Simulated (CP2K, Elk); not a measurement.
An Elk input for a self-consistent single point of BaSn (Cmcm, 4 atoms in the cell) (DFT, LDA (PW92), all-electron FP-LAPW, Elk's shipped species files, APW+lo basis with extra local orbitals):

```
tasks
  0

tforce
  .true.

rgkmax
  8.0

gmaxvr
  18.0

lmaxapw
  10

lmaxo
  8

nxlo
  2

lorbcnd
  .true.

lradstp
  2

nrmtscf
  2.0

lmaxi
  4

swidth
  0.00183747

maxscl
  100

avec
    5.0702580246  -12.0241572556    0.0000000000
    5.0702580246   12.0241572556    0.0000000000
    0.0000000000    0.0000000000    8.9103232393

atoms
  2
  'Ba.in'
  2
  0.1355800000  0.8644200000  0.2500000000    0.0 0.0 0.0
  0.8644200000  0.1355800000  0.7500000000    0.0 0.0 0.0
  'Sn.in'
  2
  0.4279400000  0.5720600000  0.2500000000    0.0 0.0 0.0
  0.5720600000  0.4279400000  0.7500000000    0.0 0.0 0.0

ngridk
  5 5 5
```

Problem. Write the same calculation as an input for CP2K.

Solution. This is the input that was run; spellings and numerical settings could be chosen otherwise.

```
&GLOBAL
  PROJECT calc
  RUN_TYPE ENERGY_FORCE
  PRINT_LEVEL MEDIUM
&END GLOBAL
&FORCE_EVAL
  METHOD Quickstep
  STRESS_TENSOR ANALYTICAL
  &DFT
    BASIS_SET_FILE_NAME BASIS_MOLOPT
    POTENTIAL_FILE_NAME GTH_POTENTIALS
    &QS
      METHOD GPW
      EPS_DEFAULT 1E-10
    &END QS
    &MGRID
      CUTOFF 500
      REL_CUTOFF 40
      NGRIDS 5
    &END MGRID
    &SCF
      SCF_GUESS ATOMIC
      EPS_SCF 1E-6
      MAX_SCF 100
      ADDED_MOS 6
      &DIAGONALIZATION
        ALGORITHM STANDARD
      &END DIAGONALIZATION
      &MIXING
        METHOD BROYDEN_MIXING
        ALPHA 0.3
        NBUFFER 10
        BETA 1.5
      &END MIXING
      &SMEAR ON
        METHOD FERMI_DIRAC
        ELECTRONIC_TEMPERATURE [K] 580.23
      &END SMEAR
    &END SCF
    &KPOINTS
      SCHEME MONKHORST-PACK 5 5 5
    &END KPOINTS
    &XC
      &XC_FUNCTIONAL PADE
      &END XC_FUNCTIONAL
    &END XC
    &PRINT
      &MO
        EIGENVALUES T
        OCCUPATION_NUMBERS T
        NDIGITS 8
        FILENAME mo
        &EACH
          QS_SCF 0
        &END EACH
        ADD_LAST NUMERIC
      &END MO
      &MULLIKEN ON
      &END MULLIKEN
    &END PRINT
  &END DFT
  &SUBSYS
    &CELL
      ABC 6.90546600 6.90546589 4.71514000
      ALPHA_BETA_GAMMA 90.00000000 90.00000000 134.27235751
      PERIODIC XYZ
    &END CELL
    &COORD
      SCALED
      Ba       0.13558000     0.86442000     0.25000000
      Ba       0.86442000     0.13558000     0.75000000
      Sn       0.42794000     0.57206000     0.25000000
      Sn       0.57206000     0.42794000     0.75000000
    &END COORD
    &KIND Ba
      BASIS_SET DZVP-MOLOPT-SR-GTH-q10
      POTENTIAL GTH-PADE-q10
    &END KIND
    &KIND Sn
      BASIS_SET DZVP-MOLOPT-SR-GTH-q4
      POTENTIAL GTH-PADE-q4
    &END KIND
  &END SUBSYS
  &PRINT
    &FORCES ON
    &END FORCES
    &STRESS_TENSOR ON
    &END STRESS_TENSOR
  &END PRINT
&END FORCE_EVAL
```

Basis, cutoffs, solver keys and any potentials are the target program's own. This input uses DFT LDA (Pade form), GPW, DZVP-MOLOPT-SR-GTH basis, GTH-PADE potentials (GTH_POTENTIALS). LDA parametrisations can differ slightly between programs.

The starting cell comes from a database of computed structures (which also holds hypothetical and non-ambient phases and stackings), without a prior relaxation at this level.
